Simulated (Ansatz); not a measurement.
The starting structures come from a database of crystals and need not be the phases stable at ambient conditions.

Given:

```
CELL_PARAMETERS angstrom
      5.90001     0.00000     0.00000
     -2.95000     5.10956     0.00000
      2.95000     1.70319     4.81734
ATOMIC_POSITIONS crystal
  Cs 0.50000 0.75000 0.75000
  Cs 0.00000 0.00000 0.00000
  V  0.50000 0.25000 0.25000
  V  0.00000 0.50000 0.50000
  N  0.75000 0.37500 0.87500
  N  0.25000 0.37500 0.37500
  N  0.75000 0.37500 0.37500
  N  0.25000 0.87500 0.37500
```

Space group of this cell: Fd-3m. The cell is taken as given; by r2SCAN its mean pressure is -1.1 GPa.

Transport runs along the normal of the first two printed cell vectors, the (111) plane of the conventional cell.

The gap is the functional's own, uncorrected, and κ follows it; spin-orbit coupling is left out. Mid-gap values are interpolated between the computed energies.

Predict the band gap and the smallest decay constant κ at mid-gap from r2SCAN (Ansatz, an electronic-structure program).

Gap 0.75 eV on a 8×8×8 mesh; κ = 0.098 1/Å, at the zone centre.
